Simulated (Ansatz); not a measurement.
System: MgIn₂O₄ (model structure, started from the defect chalcopyrite type, I-4, No. 82, 7 atoms in the cell). Method: PBEsol (plane waves, PAW; Ansatz, a program for electronic structure).

Numerical settings: plane-wave cutoff 520 eV, 10×10×10 k mesh, Fermi–Dirac smearing 0.01 eV, scalar-relativistic PAW data made under PBE.

Cell (relaxed at this level):

```cif
data_In4Mg2O8
_chemical_formula_sum 'In4 Mg2 O8'
_space_group_name_H-M_alt 'I-4'
_space_group_IT_number 82
_space_group_name_Hall 'I -4'
_cell_length_a 4.77121
_cell_length_b 4.77121
_cell_length_c 9.89390
_cell_angle_alpha 90.000
_cell_angle_beta 90.000
_cell_angle_gamma 90.000
loop_
_atom_site_label
_atom_site_type_symbol
_atom_site_symmetry_multiplicity
_atom_site_Wyckoff_symbol
_atom_site_fract_x
_atom_site_fract_y
_atom_site_fract_z
_atom_site_occupancy
In1 In 2 b 0.00000 0.00000 0.50000 1
In2 In 2 d 0.50000 0.00000 0.25000 1
Mg1 Mg 2 a 0.00000 0.00000 0.00000 1
O1 O 8 g 0.28177 0.23453 0.38914 1
```
(The calculation used a cell of 7 atoms; values per cell refer to that cell.)

Task: What does this level give for the band gap and smallest direct gap on the k points sampled?

Result: 
band gap: 1.40 eV
smallest direct gap on the k points sampled: 1.46 eV

Note: the relaxation could raise the start's symmetry but not lower it, so the cell can be a saddle point.

Spin–orbit coupling is not included.

Computed values are for the static lattice.

A model structure was made by putting elements into a prototype or built by hand; it is no filed structure, need not be a known phase, and can be a saddle point held by its symmetry.
